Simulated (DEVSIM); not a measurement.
Device: abrupt GaAs p-n junction, at 250 K.

```tsv
layer (left to right)	material	thickness (μm)	Nd (cm⁻³)	Na (cm⁻³)	τn (s)	τp (s)
1	GaAs	0.310	-	1.9e16	1.3e-9	1.3e-9
2	GaAs	0.340	7.2e16	-	1.3e-9	1.3e-9
```

Left contact: ohmic. Right contact: ohmic. Voltage is applied to the left contact. Recombination: SRH at mid-gap. Mobility is constant in doping.

Constants are typed, rounded textbook-type inputs, not results; the design itself was drawn at random and stands for no fabricated device. Values at 300 K; Nc and Nv go as T^1.5, mobilities as T to minus their exponent, the gap by Varshni's rule with the affinity fixed.

```csv
parameter,GaAs
gap (eV),1.424
affinity (eV),4.07
permittivity,12.9
Nc (cm⁻³),4.7e17
Nv (cm⁻³),9e18
μn (cm²/Vs),8500
μp (cm²/Vs),400
T exponent of μn,2.1
T exponent of μp,2.2
Varshni α (eV/K),0.000541
Varshni β (K),204
```

DEVSIM, 1D drift-diffusion, Boltzmann statistics, complete ionisation; no tunnelling, impact ionisation, image-force lowering or self-heating.

Task: Tabulate band edges, carrier densities and field at zero bias.

Result: Energies count from the Fermi level of the right contact; mesh points crowd at the junctions.

```json
[
 {"x (μm)": "0.000", "Ec (eV)": "1.319", "Ev (eV)": "-0.127", "n (cm⁻³)": "< 1e2", "p (cm⁻³)": "1.9e16", "field (V/cm)": "-2300"},
 {"x (μm)": "0.01173", "Ec (eV)": "1.317", "Ev (eV)": "-0.130", "n (cm⁻³)": "< 1e2", "p (cm⁻³)": "1.7e16", "field (V/cm)": "-2500"},
 {"x (μm)": "0.02634", "Ec (eV)": "1.312", "Ev (eV)": "-0.134", "n (cm⁻³)": "< 1e2", "p (cm⁻³)": "1.4e16", "field (V/cm)": "-3300"},
 {"x (μm)": "0.04887", "Ec (eV)": "1.302", "Ev (eV)": "-0.144", "n (cm⁻³)": "< 1e2", "p (cm⁻³)": "8.7e15", "field (V/cm)": "-5700"},
 {"x (μm)": "0.09248", "Ec (eV)": "1.260", "Ev (eV)": "-0.186", "n (cm⁻³)": "< 1e2", "p (cm⁻³)": "1.2e15", "field (V/cm)": "-15000"},
 {"x (μm)": "0.1364", "Ec (eV)": "1.171", "Ev (eV)": "-0.275", "n (cm⁻³)": "< 1e2", "p (cm⁻³)": "1.9e13", "field (V/cm)": "-26000"},
 {"x (μm)": "0.1892", "Ec (eV)": "0.995", "Ev (eV)": "-0.451", "n (cm⁻³)": "< 1e2", "p (cm⁻³)": "5.6e9", "field (V/cm)": "-40000"},
 {"x (μm)": "0.2430", "Ec (eV)": "0.740", "Ev (eV)": "-0.706", "n (cm⁻³)": "430", "p (cm⁻³)": "40000", "field (V/cm)": "-55000"},
 {"x (μm)": "0.2708", "Ec (eV)": "0.578", "Ev (eV)": "-0.868", "n (cm⁻³)": "780000", "p (cm⁻³)": "< 1e2", "field (V/cm)": "-62000"},
 {"x (μm)": "0.2888", "Ec (eV)": "0.462", "Ev (eV)": "-0.984", "n (cm⁻³)": "1.7e8", "p (cm⁻³)": "< 1e2", "field (V/cm)": "-67000"},
 {"x (μm)": "0.3033", "Ec (eV)": "0.363", "Ev (eV)": "-1.083", "n (cm⁻³)": "1.7e10", "p (cm⁻³)": "< 1e2", "field (V/cm)": "-71000"},
 {"x (μm)": "0.3166", "Ec (eV)": "0.270", "Ev (eV)": "-1.176", "n (cm⁻³)": "1.3e12", "p (cm⁻³)": "< 1e2", "field (V/cm)": "-66000"},
 {"x (μm)": "0.3294", "Ec (eV)": "0.194", "Ev (eV)": "-1.252", "n (cm⁻³)": "4.4e13", "p (cm⁻³)": "< 1e2", "field (V/cm)": "-53000"},
 {"x (μm)": "0.3492", "Ec (eV)": "0.109", "Ev (eV)": "-1.337", "n (cm⁻³)": "2.3e15", "p (cm⁻³)": "< 1e2", "field (V/cm)": "-33000"},
 {"x (μm)": "0.3879", "Ec (eV)": "0.043", "Ev (eV)": "-1.403", "n (cm⁻³)": "4.8e16", "p (cm⁻³)": "< 1e2", "field (V/cm)": "-5600"},
 {"x (μm)": "0.4323", "Ec (eV)": "0.035", "Ev (eV)": "-1.411", "n (cm⁻³)": "7.1e16", "p (cm⁻³)": "< 1e2", "field (V/cm)": "-310"},
 {"x (μm)": "0.4868", "Ec (eV)": "0.035", "Ev (eV)": "-1.412", "n (cm⁻³)": "7.2e16", "p (cm⁻³)": "< 1e2", "field (V/cm)": "≈ 0"},
 {"x (μm)": "0.5432", "Ec (eV)": "0.035", "Ev (eV)": "-1.412", "n (cm⁻³)": "7.2e16", "p (cm⁻³)": "< 1e2", "field (V/cm)": "≈ 0"},
 {"x (μm)": "0.5924", "Ec (eV)": "0.035", "Ev (eV)": "-1.412", "n (cm⁻³)": "7.2e16", "p (cm⁻³)": "< 1e2", "field (V/cm)": "≈ 0"},
 {"x (μm)": "0.6156", "Ec (eV)": "0.035", "Ev (eV)": "-1.412", "n (cm⁻³)": "7.2e16", "p (cm⁻³)": "< 1e2", "field (V/cm)": "≈ 0"},
 {"x (μm)": "0.6340", "Ec (eV)": "0.035", "Ev (eV)": "-1.412", "n (cm⁻³)": "7.2e16", "p (cm⁻³)": "< 1e2", "field (V/cm)": "≈ 0"},
 {"x (μm)": "0.6500", "Ec (eV)": "0.035", "Ev (eV)": "-1.412", "n (cm⁻³)": "7.2e16", "p (cm⁻³)": "< 1e2", "field (V/cm)": "≈ 0"}
]
```
